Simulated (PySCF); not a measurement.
PySCF 2.14.0, PBE0/def2-svp, df: Mg(F)(amdMe) (CC1[N](C)[Mg]([F])<-[N]=1C), 17 atoms. The geometry is a generated start, not checked to be a minimum at this level.

```yaml
task: energy
method: pbe0
basis: def2-svp
two_electron_scheme: density fitting
mol.max_memory: 3000 MB
mf.max_cycle: 100
mf.conv_tol: 1e-09 (default)
mf.grids.level: 3 (default)
basis_functions: 161
grid_points: 205392
```

```xyz
17

Mg     0.1875    -0.1158     2.2655
F     -0.1522    -0.7519     3.8081
C     -0.1052     0.0992    -1.5101
C      0.0167     0.0207    -0.0137
N     -0.7864     0.6835     0.7842
C     -1.8376     1.5368     0.3109
N      0.9438    -0.7002     0.5710
C      1.9227    -1.4576    -0.1543
H      0.2378    -0.8237    -1.9702
H      0.5059     0.9212    -1.8822
H     -1.1377     0.2756    -1.8001
H     -2.2644     2.0594     1.1666
H     -1.4631     2.2833    -0.3997
H     -2.6409     0.9628    -0.1696
H      2.6415    -1.8597     0.5589
H      1.4683    -2.3017    -0.6897
H      2.4633    -0.8319    -0.8756
```

With the defaults (mf.DIIS = CDIIS, mf.diis = true, mf.init_guess = minao, mf.diis_space = 8, mf.level_shift = 0, mf.damp = 0, mf.diis_start_cycle = 1) it converges in 13 Fock builds. One run each on 2 threads, 1 BLAS thread, with these changes:
- mf.init_guess = mod_huckel
- mf.diis_space = 3
- mf.diis = false, mf.damp = 0.7, mf.diis_start_cycle = 999
- mf.DIIS = EDIIS
- mf.level_shift = 1 Hartree
- mf.diis_space = 12
- mf.diis = false
- mf.init_guess = 1e
- mf.level_shift = 0.3 Hartree

Problem. Which runs fail or end elsewhere than the default run?

Solution. No convergence: mf.DIIS = EDIIS; mf.diis = false (the run ends without SCF convergence in 100 cycles). The rest reach the solution of the defaults.

| setting | Fock builds | end |
|---|---|---|
| the defaults | 13 | same solution |
| mf.diis_space = 12 | 13 | same solution |
| mf.init_guess = mod_huckel | 16 | same solution |
| mf.diis_space = 3 | 16 | same solution |
| mf.level_shift = 0.3 Hartree | 17 | same solution |
| mf.init_guess = 1e | 20 | same solution |
| mf.diis = false, mf.damp = 0.7, mf.diis_start_cycle = 999 | 29 | same solution |
| mf.level_shift = 1 Hartree | 38 | same solution |
| mf.DIIS = EDIIS | 101 | no convergence |
| mf.diis = false | 101 | no convergence |
